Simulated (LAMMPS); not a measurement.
MD of Pt (fcc) at zero pressure, 2048 atoms, as a liquid; each row is its own run.

Level of theory: classical MD, pair style meam, file library.meam (library.meam-Pt) (LAMMPS).

```
T (K)  volume (Å³/atom)
-----  ----------------
1430             16.401
1630             16.618
1840             16.867
2250             17.403
2550             17.837
2650             18.002
2860             18.314
3270             19.013
```

Task: Fit a straight line, y = a + b x, to these rows (x is the first column, y the second) and predict the run at x = 2040.

Result: Least squares gives a = 14.307 and b = 0.001407. At x = 2040 the fit predicts 17.177 Å³/atom. The run itself gave 17.12 ± 0.01 Å³/atom, so the fit is 0.34 % high.

Caution: the potential MEAM library.meam-Pt is a first-neighbour MEAM set with a 4 Å cutoff, used here without a parameter file and away from the static properties it was fitted to.

Caution (row 1430): this liquid lies under the melting point of about 1540 K that MEAM library.meam-Pt gives, so it is undercooled.
